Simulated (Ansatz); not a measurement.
Given:

```yaml
crystal:
  lattice:
    - [0.00000, 4.93124, 4.93124]
    - [4.93124, 0.00000, 4.93124]
    - [4.93124, 4.93124, 0.00000]
  atoms:
    - { symbol: Li, position: [0.75000, 0.75000, 0.75000] }
    - { symbol: Li, position: [0.25000, 0.25000, 0.25000] }
    - { symbol: Li, position: [0.50000, 0.50000, 0.50000] }
    - { symbol: In, position: [0.00000, 0.00000, 0.00000] }
    - { symbol: Cl, position: [0.74827, 0.25173, 0.25173] }
    - { symbol: Cl, position: [0.25173, 0.74827, 0.74827] }
    - { symbol: Cl, position: [0.25173, 0.74827, 0.25173] }
    - { symbol: Cl, position: [0.74827, 0.25173, 0.74827] }
    - { symbol: Cl, position: [0.25173, 0.25173, 0.74827] }
    - { symbol: Cl, position: [0.74827, 0.74827, 0.25173] }
```

All values below come from r2SCAN, rigid bands (plane waves, PAW, scalar-relativistic; Ansatz, a quantum-chemistry and plane-wave program). Condition of this run: functional r2SCAN on the same cell. How the cell was made: cell and atoms relaxed with PBEsol.

### Question
What conductivity effective mass do dilute electrons have at 300 K?

### Answer
0.60 mₑ.

### Question
And the band gap?

### Answer
3.75 eV at this level; semilocal functionals usually fall short of the measured gap.

Rigid bands, one relaxation time for all states, no polarons. Spin-orbit coupling is left out; where it splits the top of the valence band it changes the hole mass and lowers the gap by about a third of the splitting. Geometry: cell and atoms relaxed with PBEsol.

Computed structure with no diffraction record at hand here (it may be known, metastable or hypothetical): Li3InCl6 (Fm-3m).
